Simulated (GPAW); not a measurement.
Input and output of a relaxation of cell and atoms for K (Im-3m, 1 atom in the cell) (GPAW).

Method: PBE, GPAW PAW datasets PBE (gpaw-data 1.0.1) (plane waves; GPAW).

```
K
1.0
   -2.64000     2.64000     2.64000
    2.64000    -2.64000     2.64000
    2.64000     2.64000    -2.64000
K
1
Direct
  0.00000   0.00000   0.00000
```

Reference input (self-consistent single point, DFT PBE, plane waves, GPAW PAW datasets PBE (gpaw-data 1.0.1)): mode = pw; ecut = 550 eV; xc = PBE; kpts = 9 9 9; mesh shift (steps) = 0 0 0; occupations.name = methfessel-paxton; occupations.width = 0.136 eV; occupations.order = 0; nbands = -9; symmetry.symmorphic = false; symmetry.tolerance = 0.0005; maxiter = 150. This run's input differs from it in these lines:

```diff
@@ -1,2 +1,4 @@
 from ase import Atoms
+from ase.filters import FrechetCellFilter
+from ase.optimize import BFGS
 from ase.units import GPa
@@ -16,2 +18,3 @@
             nbands=-9,
+            convergence={'density': 1e-05},
             symmetry={'symmorphic': False, 'tolerance': 0.0005},
@@ -21,2 +24,10 @@
 atoms.calc = calc
+
+target = FrechetCellFilter(atoms)
+
+opt = BFGS(target, logfile='-')
+converged = opt.run(fmax=0.02, steps=40)
+print('Relaxation converged:', converged)
+print('Cell:', atoms.cell.cellpar().round(4))
+print(atoms.get_scaled_positions().round(5))
```

The program printed (abridged):

```
     iter     time        total  log10-change:
                         energy   eigst   dens
iter:   1 --:--:--    -1.442024
iter:   2 --:--:--    -1.412220   -1.86  -1.34
iter:   3 --:--:--    -1.220103   -1.50  -1.37
iter:   4 --:--:--    -1.221615   -2.85  -1.70
iter:   5 --:--:--    -1.232035   -2.79  -1.73
iter:   6 --:--:--    -1.224672   -3.20  -2.11
iter:   7 --:--:--    -1.224654   -4.96  -2.93
iter:   8 --:--:--    -1.224556c  -4.80  -2.89
iter:   9 --:--:--    -1.224556c  -6.31  -4.50
iter:  10 --:--:--    -1.224556c  -7.74c -4.38
iter:  11 --:--:--    -1.224556c  -8.97c -4.56
iter:  12 --:--:--    -1.224556c  -8.61c -4.53
iter:  13 --:--:--    -1.224556c  -9.39c -5.20c
Converged after 13 iterations.

Dipole moment: (0.000000, 0.000000, 0.000000) |e|*Ang

Energy contributions relative to reference atoms: (reference = -16382.253218)

Kinetic:         -3.181574
Potential:       +3.734542
External:        +0.000000
XC:              -1.120947
Entropy (-ST):   -0.006000
Local:           -0.653578
SIC:             +0.000000
--------------------------
Free energy:     -1.227557
Extrapolated:    -1.224556

Showing only first 2 kpts
 Kpt  Band  Eigenvalues  Occupancy
  0     2    -14.58272    2.00000
  0     3    -14.58272    2.00000
  0     4     -1.14573    2.00000
  0     5      5.27595    0.00000

  1     2    -14.58539    2.00000
  1     3    -14.58272    2.00000
  1     4     -0.99302    2.00000
  1     5      5.02756    0.00000

Fermi level: 1.01966

No gap
   [... lines left out ...]
     0.000000     0.000172    -0.000000
     0.000000    -0.000000     0.000172

Forces in eV/Ang:
  0 K     0.00000   -0.00000   -0.00000

      Step     Time          Energy          fmax
BFGS:    0 --:--:--       -1.227557        0.012660
Relaxation converged: True
Cell: [  4.5726   4.5726   4.5726 109.4712 109.4712 109.4712]
[[0. 0. 0.]]
Energy (eV): -1.224556
Stress (GPa, Voigt): [ 0.0276  0.0276  0.0276 -0.      0.      0.    ]
```

The run converged. GPAW prints stress with tension positive. 

Summary of the result:
| Quantity | Value |
|---|---|
| Free energy E − TS (from the program's reference atoms) | -1.2276 eV |
| Fermi level (on the code's own zero) | 1.02 eV |
| Pressure | -0.03 GPa |
| Final cell | a = b = c = 4.573 Å, α = β = γ = 109.47° |
| Final volume per atom | 73.60 Å³ |
| Relaxation steps | 0 |

The starting cell has typed, rounded lattice constants, without a prior relaxation at this level. The relaxation keeps the symmetry of its start, so its end need not be a minimum.
